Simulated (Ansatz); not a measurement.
## How the bulk modulus of Os₃Rh (model structure, started from the A15 type, Pm-3n, No. 223, 8 atoms in the cell) moves with the method

No measured value is used here.

| level (code) | value (GPa) | cell (Å³/atom) |
|---|---|---|
| LDA (Ansatz) | 380 | 13.98 |
| PBE (Ansatz) | 330 | 14.65 |
| PBEsol (Ansatz) | 363 | 14.20 |
| r²SCAN (Ansatz) | 357 | 14.35 |

The crystal itself was run without spin with LDA, PBE, PBEsol, r²SCAN; a magnetic state was not tried in these runs. Density-functional levels without +SOC have no spin–orbit coupling. LDA, PBE, PBEsol, r²SCAN: the run has no spin polarisation, so it can have missed a magnetic state. LDA, PBE, PBEsol, r²SCAN: the bulk modulus is −V dP/dV from two relaxed cells at ±2 % in volume. Each level is taken at its own relaxed cell. Cutoffs differ between the levels. Ansatz's density-functional and Hartree–Fock values are scalar-relativistic unless marked +SOC, with PAW data made under PBE.

A model structure was made by putting elements into a prototype or built by hand; it is no filed structure, need not be a known phase, and can be a saddle point held by its symmetry.

Ansatz is a first-principles code.
